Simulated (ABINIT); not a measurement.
## Equation of state of CsCl-type RuAl (space group 221): energy against volume (ABINIT, PBE)

```xyz
2
Lattice="2.9368 0.0000 0.0000 0.0000 2.9368 0.0000 0.0000 0.0000 2.9368" Properties=species:S:1:pos:R:3 pbc="T T T"
Al     1.4684     1.4684     1.4684
Ru     0.0000     0.0000     0.0000
```

Method: PBE, norm-conserving pseudopotentials (PseudoDojo nc-sr-05 PBE standard) (plane waves; ABINIT). Settings: pseudos = [Al.upf, Ru.upf]; ecut = 55 Ha; occopt = 3; tsmear = 0.00183747 Ha; ngkpt = 19 19 19; nshiftk = 1; shiftk = 0 0 0; potentials = PseudoDojo nc-sr-05 PBE standard; nband = 15; kptopt = 1; nstep = 100; toldfe = 1e-09 Ha. The cell above is the first row's. The rows scale it uniformly. In all rows fractional positions and the k mesh are held. E is the free energy at the stated smearing, counted from the lowest row.

| V (Å^3/atom) | E (meV/atom) |
|---|---|
| 12.665 | 41.33 |
| 12.940 | 18.78 |
| 13.216 | 5.32 |
| 13.491 | 0.00 |
| 13.766 | 1.97 |
| 14.042 | 10.47 |
| 14.317 | 24.82 |
| 14.592 | 44.41 |
| 14.868 | ? |

The 8 complete rows are fitted with the third-order Birch-Murnaghan form, a cubic in V^(-2/3), E against V. With u = V^(-2/3) - 0.175, the rows have u = 0.009047, 0.006431, 0.003896, 0.001456, -0.000902, -0.003190, -0.005398, -0.007535. Least squares gives E = 0.389 - 1179.43·u + 624049·u² + 709482·u³. Residuals (row less fit): 0.009, -0.022, 0.012, 0.003, 0.010, -0.009, -0.008, 0.006; standard error 0.016 (degrees of freedom: 4). Its minimum lies at u = 0.000943, so V0 = (0.175943)^(-3/2) = 13.55. There d²E/du² = 1252000 and d³E/du³ = 4257000, so B0 = (4/9) × 13.55^(-7/3) × 1252000 × 0.160218 = 204 GPa (the last factor turns the table's units into GPa), and B0' = 4 + (2/3) × 0.175943 × (4257000)/1252000 = 4.4. The program's pressures in the fitted runs (not shown) pass through zero at V = 13.55, 0.01 % from this V0.

Q: What does the fit predict for E at V = 14.868, and how far is the calculated value from it?

A: u = -0.009614, so E = 0.389 - 1179.43 × (-0.009614) + 624049 × (-0.009614)² + 709482 × (-0.009614)³ = 68.778 meV/atom. The calculation gives 68.67 meV/atom, 0.108 meV/atom below the prediction (0.2 % of the range of E in the table). The row lies outside the fitted rows, so this is an extrapolation. From the scatter of the fitted rows alone, a prediction at this place has a standard error of 0.038 meV/atom, so the miss is 2.8 times that.

Carrying the step between the two nearest rows on in a straight line would have given 64.07, off by 4.60; series whose last step already gives the withheld value aren't shown. The scan was laid around a cell of about the measured size, scaled by a guess for this functional. The runs keep the symmetry of the cell, so they don't test it for distortions. Spin polarisation is off. Cutoffs and mesh are single choices, not tested for convergence of this quantity. Series with a scatter that would blur these digits, or in which a gap closes, are not shown. Nor are scans whose minimum lies at an end fitted in this form.
